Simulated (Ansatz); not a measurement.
We consider hexagonal WC, described by PBE in Ansatz (PAW).

Numerical settings: plane-wave cutoff 520 eV, 24×24×20 k mesh (along the axes of the cell as run), Fermi–Dirac smearing 0.05 eV, no spin polarisation, scalar-relativistic PAW data made under PBE.

Properties against volume:

Shape and atoms are relaxed at each volume.

```tsv
V (Å³/atom)	P (GPa)	c (Å)	a (Å)
10.104	17.04	2.815	2.879
10.314	8.07	2.831	2.901
10.525	0.00	2.846	2.922
10.735	-7.27	2.862	2.943
10.946	-13.80	2.877	2.964
```

Ansatz is a program for electronic structure.
